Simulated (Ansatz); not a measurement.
Cr on the C site in diamond: one set of geometries, relaxed with PBE, evaluated in Ansatz (PAW, plane waves to 420 eV, 500 eV under r2SCAN) with PBE, r2SCAN.

Details: 64-site cell; 2×2×2 shifted k-points; start: the C site; charged states image-corrected; no Hubbard U; finite-size errors of tenths of an eV.

| quantity | PBE | r2SCAN |
|---|---|---|
| host gap (eV) | 4.13 | [?] |
| ε(0/−1) above the VBM (eV) | 3.35 | [?] |
| neutral formation energy against graphite, bcc Cr, antiferromagnetic (eV) | 7.75 | [?] |
| largest moment on one atom at charge 0 (μB) | 1.40 | [?] |
| largest moment on one atom at charge −1 (μB) | 0.68 | [?] |

Task: Given the lower rungs, what does r2SCAN give?

Result: 
- host gap (eV), r2SCAN: 4.34
- ε(0/−1) above the VBM (eV), r2SCAN: 3.63
- neutral formation energy against graphite, bcc Cr, antiferromagnetic (eV), r2SCAN: 7.41
- largest moment on one atom at charge 0 (μB), r2SCAN: 1.46
- largest moment on one atom at charge −1 (μB), r2SCAN: 0.71

Ansatz is a first-principles code.
